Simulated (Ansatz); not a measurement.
Reference: AlAs (F-43m), HSE06, rigid bands (plane waves, PAW, scalar-relativistic; Ansatz, a first-principles code); geometry: cell and atoms relaxed with PBEsol.

```cif
data_AlAs
_chemical_formula_sum 'Al1 As1'
_space_group_name_H-M_alt 'P 1'
_space_group_IT_number 1
_cell_length_a 4.01256
_cell_length_b 4.01256
_cell_length_c 4.01256
_cell_angle_alpha 60.000
_cell_angle_beta 60.000
_cell_angle_gamma 60.000
loop_
_space_group_symop_operation_xyz
  'x, y, z'
loop_
_atom_site_label
_atom_site_type_symbol
_atom_site_fract_x
_atom_site_fract_y
_atom_site_fract_z
_atom_site_occupancy
Al1 Al 0.00000 0.00000 0.00000 1
As1 As 0.75000 0.75000 0.75000 1
```

The band gap is 2.09 eV and the electron conductivity mass is 0.32 mₑ. The Seebeck coefficient, n-type 1e19 cm⁻³ is -260 μV/K.

Question: Swap As for P, keeping the structure type. How do these values move?

Answer: AlP (F-43m): volume per atom 22.8 to 20.5 Å³; band gap rises (2.09 eV to 2.28 eV); electron conductivity mass stays about the same (0.32 mₑ to 0.33 mₑ); Seebeck coefficient, n-type 1e19 cm⁻³ stays about the same (-260 μV/K to -260 μV/K).

Question: Replace Al by Ga on the same sites and relax. What happens?

Answer: GaAs (F-43m): volume per atom 22.8 to 22.7 Å³; band gap falls (2.09 eV to 1.40 eV); electron conductivity mass falls (0.32 mₑ to 0.070 mₑ); Seebeck coefficient, n-type 1e19 cm⁻³ falls in size (-260 μV/K to -50 μV/K).

Question: Swap Al for In, keeping the structure type. How do these values move?

Answer: InAs (F-43m): volume per atom 22.8 to 28.2 Å³; band gap falls (2.09 eV to 0.42 eV); electron conductivity mass falls (0.32 mₑ to 0.031 mₑ); Seebeck coefficient, n-type 1e19 cm⁻³ falls in size (-260 μV/K to -31 μV/K).

Moves up to 5 % count as about the same. Masses are for dilute carriers at 300 K, harmonic means over directions unless an axis is named. Seebeck coefficients are for the stated density at 300 K, with one relaxation time for all states and whether or not that doping can be reached. Spin-orbit coupling is left out.
